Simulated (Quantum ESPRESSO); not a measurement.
# Sensitivity of a calculation on Lu (P6_3/mmc, 4 atoms in the cell) to its settings

```yaml
crystal:
  lattice:
    - [3.50626, 0.00000, 0.00000]
    - [-1.75313, 3.03651, 0.00000]
    - [0.00000, 0.00000, 11.28142]
  atoms:
    - { symbol: Lu, position: [0.00000, 0.00000, 0.00000] }
    - { symbol: Lu, position: [0.00000, 0.00000, 0.50000] }
    - { symbol: Lu, position: [0.33333, 0.66667, 0.25000] }
    - { symbol: Lu, position: [0.66667, 0.33333, 0.75000] }
```

Base run A: LDA (PZ), PSlibrary ultrasoft (LDA) pseudopotentials run with Quantum ESPRESSO 7.5, self-consistent single point.

Its settings: ecutwfc = 50 Ry; ecutrho = 400 Ry; occupations = smearing; smearing = cold; degauss = 0.0036749 Ry; potentials = {Lu: Lu.pz-spdn-rrkjus_psl.1.0.0.UPF}; K_POINTS = automatic 7 7 2 0 0 0; conv_thr = 1e-11 Ry; mixing_beta = 0.3.

The starting cell was generated: these elements placed on a structure prototype, without a prior relaxation; it need not be a known phase or ordering of this composition. Its lattice was rescaled by a random factor within 2.5 % of one. In the base run, with a pressure of about -6 GPa the cell is away from its equilibrium volume at this level.

ΔF is the free energy per atom less that of run A. A dash stands where there is no value to compare (another energy zero or no entropy term, no result, no spin, no clean gap, or a mesh too coarse for one). Total energies depend on the potentials, the functional and any Hubbard or dispersion term, so they are compared only between runs that share all of them.

Runs:
- B: ecutrho: 400 Ry → 600 Ry
- C: lattice scaled by 0.97
- D: nbnd: default → 22
- E: 1 x 1 x 2 supercell, mesh divided to match; K_POINTS: automatic 7 7 2 0 0 0 → automatic 7 7 1 0 0 0
- F: K_POINTS: automatic 7 7 2 0 0 0 → automatic 5 5 2 1 1 1
- G: nosym: default → true
- H: ecutwfc: 50 Ry → 40 Ry; ecutrho: 400 Ry → 320 Ry
- I: diago_full_acc: default → true
- J: mixing_ndim: default → 2
- K: pseudopotentials: {Lu: Lu.pz-spdn-rrkjus_psl.1.0.0.UPF} → {Lu: Lu.pbe-spdn-rrkjus_psl.1.0.0.UPF}; input_dft: default → vdw-df-ob86 [optB86b-vdW]

```
run  ΔF (meV/atom)  pressure (GPa)  k-points  valence electrons
---  -------------  --------------  --------  -----------------
A             0.00           -6.34        16                 44
B             0.01           -6.34        16                 44
C            -73.9           -2.72        16                 44
D             96.7           -6.18        16                 44
E             0.00           -6.34         8                 88
F              2.4           -6.38         9                 44
G            -0.01           -6.34        50                 44
H              3.6           -6.44        16                 44
I             0.00           -6.34        16                 44
J             0.00           -6.34        16                 44
K                –           -3.76        16                 44
```

Run E against A: The free energy is nearly the same (within 1 meV/atom) and the pressure stays at -6.34 GPa.

Run C against A: The free energy falls by 73.9 meV/atom and the pressure goes from -6.34 to -2.72 GPa.

Run K against A: The pressure goes from -6.34 to -3.76 GPa.
